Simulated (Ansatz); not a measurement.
System: antifluorite K2S. Method: PBE-D3(BJ) (Ansatz, a quantum-chemistry and plane-wave program, PAW).

Numerical settings: plane-wave cutoff 520 eV, 8×8×8 k mesh, Fermi–Dirac smearing 0.01 eV, scalar-relativistic PAW data made under PBE.

Properties against volume:

| V (Å³/atom) | P (GPa) | direct gap at Γ (eV) | smallest gap on the k mesh (eV) |
|---|---|---|---|
| 30.907 | 1.46 | 2.908 | 2.615 |
| 31.564 | 0.92 | 2.828 | 2.560 |
| 32.222 | 0.43 | 2.752 | 2.507 |
| 32.879 | 0.00 | 2.679 | 2.455 |
| 33.537 | -0.39 | 2.609 | 2.404 |
| 34.195 | -0.74 | 2.542 | 2.355 |
| 34.852 | -1.05 | 2.477 | 2.307 |

The fundamental gap (2.45 eV at the equilibrium volume, with added k points) lies elsewhere than Γ–Γ.
